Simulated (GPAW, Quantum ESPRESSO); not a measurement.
A Quantum ESPRESSO input for a self-consistent single point of MoIr3 (P6_3/mmc, 8 atoms in the cell) (DFT, LDA (PZ), plane waves, GBRV 1.5 ultrasoft (LDA) pseudopotentials):

```fortran
&control
 calculation = 'scf'
 prefix = 'moir3'
 outdir = './tmp'
 pseudo_dir = './'
 tprnfor = .true.
 tstress = .true.
/
&system
 ibrav = 4
 A = 5.50901984
 C = 4.39795000
 nat = 8
 ntyp = 2
 ecutwfc = 40
 ecutrho = 320
 occupations = 'smearing'
 smearing = 'fd'
 degauss = 0.0099958
/
&electrons
 conv_thr = 1.0d-10
 mixing_beta = 0.7
/
ATOMIC_SPECIES
Mo    95.9500  mo_lda_v1.uspp.F.UPF
Ir   192.2170  ir_lda_v1.2.uspp.F.UPF
ATOMIC_POSITIONS crystal
Mo    0.33333333    0.66666667    0.25000000
Mo    0.66666667    0.33333333    0.75000000
Ir    0.83367500    0.66735000    0.25000000
Ir    0.16632500    0.33265000    0.75000000
Ir    0.16632500    0.83367500    0.75000000
Ir    0.83367500    0.16632500    0.25000000
Ir    0.33265000    0.16632500    0.25000000
Ir    0.66735000    0.83367500    0.75000000
K_POINTS automatic
5 5 6  0 0 0
```

Problem. Write the same calculation as an input for GPAW.

Solution. One input that does it (others would too):

```python
from ase import Atoms
from ase.units import GPa
from gpaw import GPAW

atoms = Atoms(['Mo', 'Mo', 'Ir', 'Ir', 'Ir', 'Ir', 'Ir', 'Ir'],
              cell=[[5.509020, 0.000000, 0.000000],
                    [-2.754510, 4.770951, 0.000000],
                    [0.000000, 0.000000, 4.397950]],
              positions=[[-0.000003, 3.180636, 1.099487],
                         [2.754513, 1.590315, 3.298462],
                         [2.754510, 3.183894, 1.099487],
                         [0.000000, 1.587057, 3.298462],
                         [-1.380078, 3.977423, 3.298462],
                         [4.134588, 0.793528, 1.099487],
                         [1.374432, 0.793528, 1.099487],
                         [1.380078, 3.977423, 3.298462]],
              pbc=True)

calc = GPAW(mode={'name': 'pw', 'ecut': 550},
            xc='LDA',
            kpts={'size': (5, 5, 6), 'gamma': True},
            occupations={'name': 'fermi-dirac', 'width': 0.136},
            nbands=-12,
            convergence={'density': 1e-05},
            symmetry={'symmorphic': False, 'tolerance': 0.0005},
            maxiter=120,
            txt='-')

atoms.calc = calc

energy = atoms.get_potential_energy()
print('Energy (eV):', round(energy, 6))
forces = atoms.get_forces()
print('Forces (eV/Ang):')
print(forces.round(5))
stress = atoms.get_stress()
print('Stress (GPa, Voigt):', (stress / GPa).round(4))
```

Basis settings and potentials, where a program has them, do not carry over. This input uses DFT LDA (Perdew-Wang 92), plane waves, GPAW PAW datasets LDA (gpaw-data 1.0.1). LDA parametrisations can differ slightly between programs.

The starting cell comes from a database of computed structures (which also holds hypothetical and non-ambient phases and stackings), without a prior relaxation at this level.
